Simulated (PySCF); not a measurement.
PySCF 2.14.0, M06-L/def2-svp, df: C#C[C@H]1C=C[Si@H]1[SiH2]F, 15 atoms. The geometry is a generated start, not checked to be a minimum at this level.

```yaml
task: energy and gradient
method: m06-l
basis: def2-svp
two_electron_scheme: density fitting
mol.max_memory: 7000 MB
mf.init_guess: minao (default)
mf.DIIS: CDIIS (default)
mf.diis_space: 8 (default)
mf.conv_tol: 1e-09 (default)
basis functions (reference run): 155
grid points (reference run): 1256584
```

```xyz
15

C     -1.6023     2.2600     0.2806
C     -1.4190     1.0748     0.3532
C     -1.2205    -0.3546     0.4458
C     -1.3547    -1.0577    -0.9298
C     -0.1438    -1.6475    -1.0600
Si     0.5649    -0.9574     0.5162
Si     2.1622     0.6226     0.2541
F      3.5957    -0.0486    -0.0193
H     -1.7736     3.3098     0.2092
H     -1.8259    -0.8068     1.2406
H     -2.2239    -1.0914    -1.5959
H      0.2792    -2.2791    -1.8378
H      0.8069    -2.0190     1.5372
H      2.2846     1.4521     1.4843
H      1.8701     1.5427    -0.8783
```
Charge 0, spin multiplicity 1.

Yardstick: the run with mf.grids.level = 8, mf.grids.prune = nwchem_prune (default), which is not proven converged either. Single runs; times are not shown.

Settings tried, all else as in the reference:
- mf.grids.level = 0
- mf.grids.level = 3 (default), no pruning
- mf.grids.level = 4
- mf.grids.level = 3 (default), mf.grids.prune = treutler_prune
- mf.grids.level = 3 (default), mf.grids.atom_grid = 99×590
- mf.grids.level = 1
- mf.grids.level = 5
- mf.grids.level = 2
- mf.grids.level = 3 (default), mf.grids.atom_grid = 50×194
- mf.grids.level = 3 (default)
- mf.grids.level = 3 (default), mf.grids.atom_grid = 75×302
- mf.grids.level = 6
- mf.grids.level = 3 (default), mf.grids.atom_grid = 35×110

Which settings reproduce the reference to 10 meV/atom in energy, 100 meV/Å in forces (largest component)?

Within it: mf.grids.level = 6; mf.grids.level = 5; mf.grids.level = 4; mf.grids.level = 3 (default), no pruning; mf.grids.level = 3 (default); mf.grids.level = 3 (default), mf.grids.atom_grid = 99×590; mf.grids.level = 2; mf.grids.level = 3 (default), mf.grids.atom_grid = 75×302; mf.grids.level = 3 (default), mf.grids.atom_grid = 50×194. At the edge (between 0.75 and 1.33 times the tolerance): mf.grids.level = 3 (default), mf.grids.prune = treutler_prune. Outside: mf.grids.level = 1; mf.grids.level = 3 (default), mf.grids.atom_grid = 35×110; mf.grids.level = 0.

```tsv
setting	grid points	energy against the reference	difference in forces (largest component)
the reference	1256584	—	—
mf.grids.level = 6	747424	−0.0075 meV/atom	3.5 meV/Å
mf.grids.level = 5	510656	−0.0071 meV/atom	7.4 meV/Å
mf.grids.level = 4	339672	−0.0035 meV/atom	8.1 meV/Å
mf.grids.level = 3 (default), no pruning	311040	−0.0089 meV/atom	8.5 meV/Å
mf.grids.level = 3 (default)	191872	−0.025 meV/atom	8.6 meV/Å
mf.grids.level = 3 (default), mf.grids.atom_grid = 99×590	481280	−0.0088 meV/atom	10 meV/Å
mf.grids.level = 2	129104	−0.17 meV/atom	37 meV/Å
mf.grids.level = 3 (default), mf.grids.atom_grid = 75×302	216456	−0.027 meV/atom	42 meV/Å
mf.grids.level = 3 (default), mf.grids.atom_grid = 50×194	98704	+4.2 meV/atom	56 meV/Å
mf.grids.level = 3 (default), mf.grids.prune = treutler_prune	168976	−0.20 meV/atom	84 meV/Å
mf.grids.level = 1	61328	+4.9 meV/atom	160 meV/Å
mf.grids.level = 3 (default), mf.grids.atom_grid = 35×110	43112	−19 meV/atom	440 meV/Å
mf.grids.level = 0	14104	−21 meV/atom	1300 meV/Å
```

Total energies are compared; such shifts often cancel in part in energy differences. The gradients leave out the derivatives of the grid weights. The tolerance is a choice made for this comparison.
